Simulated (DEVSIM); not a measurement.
System: n-channel Si fully depleted SOI MOSFET with HfO2, at 300 K.

```
Quantity                                                      Value
-----------------------  ------------------------------------------
Gate length                                                   60 nm
Source drain length                                           48 nm
Dielectric thickness                                         9.7 nm
Lateral straggle                                             3.6 nm
Underlap                                                       0 nm
Body thickness                                              12.8 nm
Buried oxide                                                  50 nm
Gate work function                                          4.59 eV
Source and drain doping  1.1e20 cm⁻³, Gaussian tails under the gate
Body doping                                               4e16 cm⁻³
Lifetime                                                     1e-7 s
Supply                                                        1.2 V
Back work function                                          4.44 eV
Back or body bias                                              -1 V
```

All mobilities are scaled by 0.5; velocity saturation, μ/(1 + (μE/vsat)^b)^(1/b) with b = 2 for electrons and 1 for holes and E the electric field along each mesh edge, is on. Mobility is constant in doping.

This is a model device: material constants are rounded textbook-type values typed into the input, and sizes, dopings and lifetimes were drawn at random. Values at 300 K.

Si: gap (eV) 1.124, affinity (eV) 4.05, permittivity 11.7, Nc (cm⁻³) 2.86e19, Nv (cm⁻³) 3.1e19, μn (cm²/Vs) 1417, μp (cm²/Vs) 470, vsat,n (cm/s) 1e7, vsat,p (cm/s) 8.4e6. HfO2: gap (eV) 5.7, affinity (eV) 2.5, permittivity 22. SiO2: gap (eV) 9, affinity (eV) 0.9, permittivity 3.9.

Simulated with DEVSIM: 2D drift-diffusion, Boltzmann statistics, complete ionisation; no quantum confinement, tunnelling, impact ionisation, self-heating, contact resistance or fringe fields beside the gate. Metal contacts follow the ideal Schottky-Mott rule: no Fermi-level pinning, no interface dipoles.

Transfer curves, |Id| in μA/μm:

| Vg (V) | Vd = 0.05 V | Vd = 1.2 V |
|---|---|---|
| -0.36 | 1.022e-7 | 2.960e-5 |
| -0.3 | 4.177e-7 | 0.0001141 |
| -0.24 | 1.696e-6 | 0.0004374 |
| -0.18 | 6.896e-6 | 0.001665 |
| -0.12 | 2.804e-5 | 0.006268 |
| -0.06 | 0.0001142 | 0.02312 |
| 0 | 0.0004665 | 0.08221 |
| 0.06 | 0.001913 | 0.2796 |
| 0.12 | 0.007881 | 0.9103 |
| 0.18 | 0.03259 | 2.807 |
| 0.24 | 0.1347 | 7.907 |
| 0.3 | 0.5495 | 19.28 |
| 0.36 | 2.142 | 39.88 |
| 0.42 | 7.437 | 72.06 |
| 0.48 | 20.88 | 117.2 |
| 0.54 | 45.30 | 175.1 |
| 0.6 | 79.19 | 243.9 |
| 0.66 | 119.4 | 321.4 |
| 0.72 | 163.6 | 405.7 |
| 0.78 | 210.4 | 495.4 |
| 0.84 | 258.7 | 589.2 |
| 0.9 | 308.2 | 686.2 |
| 0.96 | 358.4 | 785.7 |
| 1.02 | 409.1 | 887.4 |
| 1.08 | 460.0 | 990.7 |
| 1.14 | 510.9 | 1095 |
| 1.2 | 561.7 | 1201 |

Work out the subthreshold swing at low drain bias from the rows at 0.12 and 0.18 V, and compare it with the thermal limit.

log10(0.03259/0.007881) = 0.617 over 60.0 mV, so S = 97.3 mV/decade. The limit kT/q ln 10 is 59.5 mV/decade; the ratio is 1.63. This is the steepest step of the table.

Find both thresholds at the constant current 0.1 μA × (1 μm/L) a micrometre, and the DIBL.

The current is 1.67 μA/μm. Interpolating ln Id gives 0.349 V and 0.152 V; their difference over the 1.15 V of drain bias is 170 mV/V.

Give the natural length λ = √(ε_body t_body t_ox / (ε_ox)) and the gate length in units of it.

λ = 8.13 nm and L/λ = 7.4. The formula is that for thin layers, and L is the gate's length, not the shorter one between the doping tails.

Source and drain are degenerate, where Boltzmann statistics are only rough. The electric field that drives the saturation includes the junctions' built-in field, which lowers the mobility there even at small currents: subthreshold currents come out too low, a known weakness of this choice.
